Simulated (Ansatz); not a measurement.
System: CsCl-type TiCo. Method: B3LYP (VWN-RPA form) (Ansatz, an electronic-structure program, plane waves, PAW).

Numerical settings: plane-wave cutoff 460 eV, 10×10×10 k mesh, Fermi–Dirac smearing 0.05 eV, no spin polarisation, scalar-relativistic PAW data made under PBE.

Results at a series of volumes:

```tsv
V (Å³/atom)	E − E_lowest (meV/atom)
12.371	22.11
12.674	6.28
13.022	0.00
13.348	4.27
13.673	17.17
```

Task: Fit the third-order Birch–Murnaghan equation and give B0 and B′.

Result: V0 = 13.036 Å³/atom, B0 = 191 GPa, B′ = 4.1 (fit to the energies at full precision).

Measured, for comparison: bulk modulus 154 GPa, equilibrium volume per atom 13.43 Å³/atom (room temperature, no zero-point or thermal correction; as tabulated in Yamada et al. (2019), arXiv:1910.09660). Computed (rounded) less measured: bulk modulus +24 %, equilibrium volume per atom -2.9 %.

Note: the run has no spin polarisation, so it can have missed a magnetic state.

Static lattice: no zero-point or thermal effects.
